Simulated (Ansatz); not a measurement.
Results of LDA in Ansatz (plane waves, PAW) for TaS₂ (P6₃/mmc, No. 194; undistorted form, which takes a superstructure on cooling).

Numerical settings: plane-wave cutoff 520 eV, 18×18×6 k mesh (along the axes of the cell as run), Fermi–Dirac smearing 0.05 eV, scalar-relativistic PAW data made under PBE.

Cell (relaxed at this level):

```
TaS2
1.0
    3.26967     0.00000     0.00000
   -1.63483     2.83162     0.00000
    0.00000     0.00000    11.56858
Ta S
2 4
Direct
  0.00000   0.00000   0.25000
  0.00000   0.00000   0.75000
  0.33333   0.66667   0.11582
  0.66667   0.33333   0.88418
  0.66667   0.33333   0.61582
  0.33333   0.66667   0.38418
```

Q: Predict the bulk modulus.

A: 
* **bulk modulus**: 43.7 GPa

The run finds no gap.

Note: the bulk modulus is −V dP/dV from two relaxed cells at ±2 % in volume; the volume lies 7 % below that of the published cell.

Spin–orbit coupling is not included; it can open a gap where bands touch, and shift volumes and moduli.

The result took around 7 core-minutes (rough).

Ansatz is a first-principles code.
